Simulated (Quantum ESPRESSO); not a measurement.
Quantum ESPRESSO is run on RbLuSe₂ (R-3m, 4 atoms in the cell), and the run fails. The aim is a self-consistent single point with DFT, LDA (PZ), plane waves, PSlibrary PAW (LDA) pseudopotentials.

Cell that was meant: a = 8.2245 Å, b = 8.2245 Å, c = 8.2245 Å, α = 29.08°, β = 29.08°, γ = 29.08°.

Part of the input:

```fortran
/
&electrons
    conv_thr = 1.0e-11,
    electron_maxstep = 5,
    mixing_beta = 0.4,
/
ATOMIC_SPECIES
```

Log, with long lists cut:

```
     Self-consistent Calculation

     iteration #  1     ecut=    50.00 Ry     beta= 0.40

---- Real-time Memory Report at c_bands before calling an iterative solver
           429 MiB given to the printing process from OS
           160 MiB allocation reported by mallinfo(arena+hblkhd)
------------------

     Threshold (ethr) on eigenvalues was too large:
     Diagonalizing with lowered threshold

---- Real-time Memory Report at c_bands before calling an iterative solver
           485 MiB given to the printing process from OS
   [... lines left out ...]
           211 MiB allocation reported by mallinfo(arena+hblkhd)
------------------

     total energy              =   -1248.81962315 Ry
     estimated scf accuracy    <       0.00121414 Ry

     iteration #  5     ecut=    50.00 Ry     beta= 0.40

---- Real-time Memory Report at c_bands before calling an iterative solver
           501 MiB given to the printing process from OS
           212 MiB allocation reported by mallinfo(arena+hblkhd)
------------------

     total energy              =   -1248.81965774 Ry
     estimated scf accuracy    <       0.00020371 Ry
     End of self-consistent calculation

     convergence NOT achieved after   5 iterations: stopping

   JOB DONE.
```

Q: Diagnose the run.

A: The fault is an iteration limit that is too low. The loop is cut before its threshold is met, so whatever is printed at the end is not self-consistent. To fix it, raise the limit, or leave it to the default. The run ended unconverged after 5 iterations.

An input that runs soundly differs in these lines (not the only fix; some lines may just follow from the change or write a value another way):
```diff
-    electron_maxstep = 5,
```

With that input, the run converged in 13 iterations: free energy E − TS -16991.0576 eV; top of the valence band (on the code's own zero) 5.78 eV; gap on the k-point mesh 1.86 eV; pressure -3.44 GPa; largest force (vector length) 0.366 eV/Å (DFT, LDA (PZ), plane waves, PSlibrary PAW (LDA) pseudopotentials).

On the sound input: the starting cell comes from a database of published, mostly measured structures (it also holds non-ambient and calculated ones), without a prior relaxation at this level. Spin-orbit coupling is off. With a pressure of about -3 GPa the cell is away from its equilibrium volume at this level. The shifted mesh does not hold Γ, so a gap read on it misses any band edge there.
